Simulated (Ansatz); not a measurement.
The reference is KTaO$_{3}$ in the cubic perovskite structure (space group Pm-3m, No. 221; a = 3.989 Å). Axes: x, y, z lie along the cube axes.

Calculations: Ansatz (a program for electronic structure) r2SCAN, no spin-orbit coupling, earlier PAW set.

Before the change:

```
Quantity    Value
--------  -------
Band gap  2.64 eV
```

It is then changed as follows: a pure shear with ε_xz = ε_zx = 0.0080; the atoms relax in the strained cell.

### Question
What happens to the band gap and energy relative to the base?

### Answer
The band gap shrinks by 0.03 eV (2.64 eV → 2.61 eV); the energy rises by 1.1 meV/atom.

Spin-orbit coupling, missing from the scalar runs, can matter with Ta. No phonon test of stability was made.
